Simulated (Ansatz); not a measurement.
Levels about the gap of amorphous Si15B15N35 (65 atoms in a cell of 810 Å³, 2.20 g/cm³; zone centre alone, so wide bands show as single levels with stretches between that a denser mesh fills), at the geometry that PBE relaxed, where it gives -3.9 GPa on a denser mesh. The participation number counts the atoms over which a state spreads; weights are charges in smoothed Voronoi cells. The levels come from a single point, so bond lengths are those of that geometry. Method of the levels: PBE, scalar-relativistic without spin-orbit coupling (Ansatz, a program for electronic structure). Sampling: the zone centre alone; Fermi-Dirac width 0.02 eV; no spin polarisation. At PBE the levels at the filled edge of the gap are localised (band-tail or defect states), and the nearest spread-out levels lie 2.6 eV apart at the zone centre.

Preparation: random packing, a CHGNet melt and quench, and a DFT relaxation. N atoms were pushed apart under 1.9 Å during the dynamics, to hinder bonds among them. The hot cell started wider than the set density and was brought back towards it in steps. It is the lowest in DFT energy of 2 quenches. It is a model cell: composition and starting density were chosen by hand, and all elements were melted together. No dispersion term was used. Its density started from a set value of 2.20 and ended at 2.20 g/cm³. Cooling (nominally 500 K/ps over its main leg) ran many orders faster than in experiment, which tends to leave more defects and strain. One small periodic cell is one sample of the glass; other quenches scatter about these values. The volume was held where the preparation left it and the shape relaxed, at a PBE pressure of -3.9 GPa (tension). Stress components on the final sampling reach 4.0 GPa. On a 2×2×2 Γ-centred mesh force components of up to 0.14 eV/Å stay, since the relaxation ran on the zone centre alone.

```tsv
E - E(highest filled), eV	filling	participation number	largest on	weight N	weight B	weight Si
-0.99	filled	17.6	N, 3 neighbours	0.84	0.08	0.07
-0.82	filled	13.5	N, 3 neighbours	0.86	0.07	0.07
-0.80	filled	11.8	N, 3 neighbours	0.88	0.07	0.05
-0.70	filled	13.8	N, 3 neighbours	0.85	0.09	0.06
-0.67	filled	16.5	N, 3 neighbours	0.88	0.06	0.06
-0.24	filled	5.1	N, 2 neighbours	0.82	0.14	0.04
0.00	filled	3.6	N, 2 neighbours	0.84	0.13	0.03
1.97	empty	11.5	B, 3 neighbours	0.35	0.35	0.30
2.30	empty	17.6	Si, 3 neighbours	0.44	0.18	0.38
2.44	empty	15.2	Si, 3 neighbours	0.42	0.27	0.31
2.68	empty	19.1	Si, 3 neighbours	0.40	0.22	0.38
3.07	empty	30.0	B, 3 neighbours	0.39	0.40	0.21
3.21	empty	18.1	B, 3 neighbours	0.38	0.40	0.22
3.29	empty	25.7	B, 3 neighbours	0.38	0.33	0.28
```

Most localised among these is the filled level at +0.00 eV, on a N atom, which has 2 neighbours (B 1.35 Å, B 1.37 Å).
